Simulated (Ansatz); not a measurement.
The parent structure is KI in the rock salt structure (space group Fm-3m, No. 225; a = 7.183 Å).

One thing is altered: every I is replaced by Cl; the structure is relaxed again.

Calculations: PBE, PAW, 420 eV (Ansatz, a first-principles code; scalar-relativistic without spin-orbit coupling), earlier PAW set.

Base, band edges from the VBM (valence, conduction): X -0.34, 5.02; W -0.54, 6.45; L -0.30, 5.47; Γ 0.00, 3.85; K -0.35, 5.64; U -0.35, 5.64 eV.

Give the band edges at the high-symmetry points of the new zone, measured from its valence-band maximum.


```csv
point,valence edge (eV),conduction edge (eV)
Γ,0.00,5.05
X,-0.21,6.56
U,-0.27,7.25
K,-0.27,7.25
L,-0.29,7.46
W,-0.45,7.96
```

The gap is 5.05 eV, direct at Γ.

With I present, leaving out spin-orbit coupling can change the band edges. Stability against distortions was not tested.
